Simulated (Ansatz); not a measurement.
The parent structure is ZnSe in the zinc blende structure (space group F-43m, No. 216; a = 5.6661 Å).

The values are results of r2SCAN/PAW in Ansatz (a first-principles code), scalar-relativistic without spin-orbit coupling, earlier PAW set, not measurements.

For the base:

The pressure is 0.0 kbar and the valley order comes out as Γ 1.86 eV; L along ⟨111⟩ 3.05 eV; X along ⟨100⟩ 3.34 eV. The hole mass is 0.13, 0.60, 0.60 mₑ (at Γ).

Perturbation: an isotropic linear strain of +0.87 %; the atoms relax in the strained cell.

**Question.** Estimate the effect on the pressure.

**Answer.** The pressure goes from zero to -16.0 kbar.

**Question.** What does the calculation give for the energy relative to the base after the change?

**Answer.** The energy increases by 3.1 meV/atom.

**Question.** How does this affect the valley order?

**Answer.** The valley order (the lowest conduction-band minima on the path, energy above the VBM, named in the base's zone) becomes Γ 1.75 eV; L along ⟨111⟩ 3.00 eV; X along ⟨100⟩ 3.39 eV (base: Γ 1.86 eV; L along ⟨111⟩ 3.05 eV; X along ⟨100⟩ 3.34 eV).

**Question.** What happens to the hole mass?

**Answer.** The hole mass (degenerate bands, along [100]) goes from 0.13, 0.60, 0.60 mₑ (at Γ) to 0.13, 0.62, 0.62 mₑ (at Γ).

The levels and masses belong to the bands next to the band gap. Masses are band curvatures over ±0.01 Å⁻¹ around the edge. Whether these cells are dynamically stable was not tested.
